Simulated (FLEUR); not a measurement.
Input and output of a self-consistent single point for Zn (P6_3/mmc, 2 atoms in the cell) (FLEUR).

Level of theory: LDA (Perdew-Zunger), all-electron FLAPW (FLEUR), scalar-relativistic valence in FLEUR.

```
CELL_PARAMETERS angstrom
      1.33000    -2.30363     0.00000
      1.33000     2.30363     0.00000
      0.00000     0.00000     4.95000
ATOMIC_POSITIONS crystal
  Zn 0.33333 0.66667 0.25000
  Zn 0.66667 0.33333 0.75000
```

Reference input (self-consistent single point, DFT, PBE, all-electron FLAPW (FLEUR), scalar-relativistic valence): Kmax = 4.3 1/bohr; GmaxXC = 15 1/bohr; xcFunctional = pbe; jspins = 1; l_soc = F; mode = hist; fermiSmearingEnergy = 0.00183747 Htr; mesh (inpgen div1-3) = 14 14 7; inpgen gamma flag = true; Gmax = 15 1/bohr; numbands = 0; maxIterBroyd = 99. This run's input differs from it in these lines:

```diff
@@ -14,2 +14,3 @@
 &comp jspins=1 /
+&exco xctyp='pz' /
 &kpt div1=14 div2=14 div3=7 gamma=t /
@@ -26,3 +27,3 @@
       <coreElectrons ctail="T" frcor="F" kcrel="0" coretail_lmax="0"/>
-      <xcFunctional name="pbe" relativisticCorrections="F"/>
+      <xcFunctional name="pz" relativisticCorrections="F"/>
       <magnetism jspins="1"/>
```

The program printed (abridged):

```
 Iteration:     1   Distance:      10.60124036 me/bohr^3
 Iteration:     2   Distance:       8.62686870 me/bohr^3
 Iteration:     3   Distance:       3.71376857 me/bohr^3
 Iteration:     4   Distance:       2.65260867 me/bohr^3
 Iteration:     5   Distance:       2.04377567 me/bohr^3
   [... 4 lines left out ...]
 Iteration:    10   Distance:       0.00051100 me/bohr^3
 Iteration:    11   Distance:       0.00039631 me/bohr^3
 Iteration:    12   Distance:       0.00005950 me/bohr^3
 Iteration:    13   Distance:       0.00000160 me/bohr^3
 Run finished successfully
 Stop message:
   Structural relaxation: Done

[file out, last iteration]
             iter=     14
[...]
          total density-effective poten   -5.7033460629E+03
          total charge density-energy d   -1.3786916534E+02
 Updated energy parameters for spin:           1
[...]
 fermi energy and band-weighting factors:
    0.971144    0.982387    0.994311

[...]
FERMIE:
          first approx. to ef    (T=0)  :   0.264734 htr   (energy of the highest occ. eigenvalue)
          number of occ. states  (T=0)  :       1157
          first approx. to seigv (T=0)  :   0.180762 htr
          sum of weights of occ. states :  12.006560
          sum of semicore charge        :   0.000000 e
FERHIS:  Fermi-Energy by histogram:
          bandgap                     :   0.001378 htr
   [... lines left out ...]
          charge neutrality (T=0)     :   0.013120    (zero if the highest occ. eigenvalue is "entirely" occupied)
     EF_NEWTON:  Adjust Fermi-Energy by Newton-Method.
 Direct bandgap for spin            1 :    4.1335302869446172E-002  Htr
   [... lines left out ...]
 ---->    (input%tkb*entropy) TS=              0.0001872704 htr
 ---->    free energy=                     -3586.8957178857 htr
      extrapolation for T->0
 ---->    total electron energy=           -3586.8956242505 htr
 ***** TOTAL FORCES ON ATOMS *****
 TOTAL FORCE FOR ATOM TYPE=  1  X=  0.000   Y= -2.902   Z=  2.339
                       FX_TOT= 0.000000 FY_TOT= 0.000000 FZ_TOT= 0.000000
 Structural relaxation: Done
```

The run converged in 13 iterations. FLEUR gives forces in its relaxation mode, with a further iteration, so its stop message speaks of a relaxation. 

The starting cell has typed, rounded lattice constants, without a prior relaxation at this level. Values depend on the basis (sphere radii, cutoffs, local orbitals), which need not be converged. The log's line on a gap gives a spacing of levels on this mesh, which the program prints for metals too.

These are the values that this program gave, and no reference: the default basis lacks the next d shell.

Cost on one core of a shared machine: roughly 80 s.
